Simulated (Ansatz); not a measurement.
Start from SnO2 in the rutile structure (space group P4_2/mnm, No. 136).

```
CELL_PARAMETERS angstrom
      4.82754     0.00000     0.00000
      0.00000     4.82754     0.00000
      0.00000     0.00000     3.23815
ATOMIC_POSITIONS crystal
  Sn 0.00000 0.00000 0.00000
  Sn 0.50000 0.50000 0.50000
  O  0.30658 0.30658 0.00000
  O  0.80658 0.19342 0.50000
  O  0.19342 0.80658 0.50000
  O  0.69342 0.69342 0.00000
```

Method: Ansatz (a quantum-chemistry and plane-wave program), PBE, PAW, cutoff 420 eV, no spin-orbit coupling.

Before the change:

The pressure is 0.00 GPa.

Perturbation: the cell is scaled by 0.9908 in all directions; the atoms relax in the strained cell.

Task: Predict the new pressure.

Result: The pressure (mean of the normal stresses, compression positive) goes from zero to 5.24 GPa.

Task: What does the calculation give for the energy relative to the base after the change?

Result: The energy rises by 5.5 meV/atom.

Stability against distortions was not tested.
